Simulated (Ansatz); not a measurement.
## Si: x(Ge) = 0.667, 6 atoms, I-4m2

Consider Si in the diamond structure (space group Fd-3m, No. 227; a = 5.434 Å).

The other end (x = 1) is Ge in the diamond structure (space group Fd-3m, No. 227): 22.86 Å³/atom, gap zero.

Modification: Ge replaces 66.7 % of the Si, ordered in a cell of 6 atoms (starting symmetry I-4m2) and fully relaxed.

Computed with Ansatz (a quantum-chemistry and plane-wave program), PBEsol, PAW, cutoff 420 eV, without spin-orbit coupling. k-mesh 12×12×12 (Γ-centred); smearing 0.05 eV (Fermi–Dirac), for the changed cell.

```csv
quantity,base,changed,shift
volume per atom,20.05 Å³,21.76 Å³,+1.704 Å³
shortest interatomic distance,235.3 pm,240.4 pm,+5.1 pm
band gap,0.47 eV,0.43 eV,-0.04 eV
"gap character (in this cell's own zone, which can be folded)",–,"indirect, Γ → k = (1/4, 1/4, -1/4) in the run's primitive reciprocal basis",–
electron mass,"0.93 mₑ along k, 0.19 mₑ across (off the special points)","1.3 mₑ along k, 0.19 mₑ across (off the special points)",–
"valence-band top at Γ (three highest levels, from the VBM)","0.00, 0.00, 0.00 eV","0.00, 0.00, -0.03 eV",–
mixing energy (to 0.01 eV only: unlike meshes or grids),–,+0.01 eV/atom,–
deviation of the volume from the linear (Vegard-type) interpolation,–,-0.8 %,–
```

Each cell is one ordered arrangement of few atoms, which overstates ordering effects compared with a random alloy. Masses are band curvatures over ±0.01 Å⁻¹ around the edge. Along k means along the line from Γ to the band edge. No phonon test of stability was made. A zero or small gap of Ge can be the functional's error rather than a property of the material. Labels are those of the standard path for the cell's own space group.
